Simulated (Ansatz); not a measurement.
Base system: CuI in the zinc blende structure (space group F-43m, No. 216; a = 6.0778 Å).

Structures relaxed with Ansatz (a program for electronic structure) PBE, no SOC, earlier PAW set.

Base:

Simulated powder pattern, Co Kα, λ = 1.79026 Å (kinematic, ideal powder, no thermal factors, no anomalous dispersion; the 14 strongest lines at most, above 2 %, up to 2θ = 90°):

```json
[
 {"2θ (°)": "29.56", "I/Imax (%)": "100", "hkl": "(111)"},
 {"2θ (°)": "34.26", "I/Imax (%)": "7.7", "hkl": "(200)"},
 {"2θ (°)": "49.24", "I/Imax (%)": "68", "hkl": "(220)"},
 {"2θ (°)": "58.48", "I/Imax (%)": "44", "hkl": "(311)"},
 {"2θ (°)": "61.35", "I/Imax (%)": "2.0", "hkl": "(222)"},
 {"2θ (°)": "72.19", "I/Imax (%)": "11", "hkl": "(400)"},
 {"2θ (°)": "79.88", "I/Imax (%)": "18", "hkl": "(331)"},
 {"2θ (°)": "82.39", "I/Imax (%)": "3.0", "hkl": "(420)"}
]
```

After one change:

Simulated powder pattern, Co Kα, λ = 1.79026 Å (kinematic, ideal powder, no thermal factors, no anomalous dispersion; the 14 strongest lines at most, above 2 %, up to 2θ = 90°):

| 2θ (°) | I/Imax (%) |
|---|---|
| 28.96 | 100 |
| 33.57 | 7.7 |
| 48.21 | 69 |
| 57.22 | 45 |
| 60.02 | 2.1 |
| 70.56 | 11 |
| 78.01 | 19 |
| 80.44 | 3.0 |

Task: Name the change that was made.
(A) pressure 30 GPa
(B) pressure −2 GPa
(C) pressure 75 GPa
(D) pressure 50 GPa

Result: B, pressure −2 GPa. Its volume per atom is 29.78 Å³ against 28.06 Å³, and its space group is F-43m (No. 216).

Load acts through the strain it causes; cell and atoms are relaxed under it. Stability against distortions was not tested. Tetrahedral semiconductors of this kind turn to denser phases somewhere between about 1 and 50 GPa; those were not computed, so compressed cells here can lie past the real transition. The final runs are not spin-polarised.
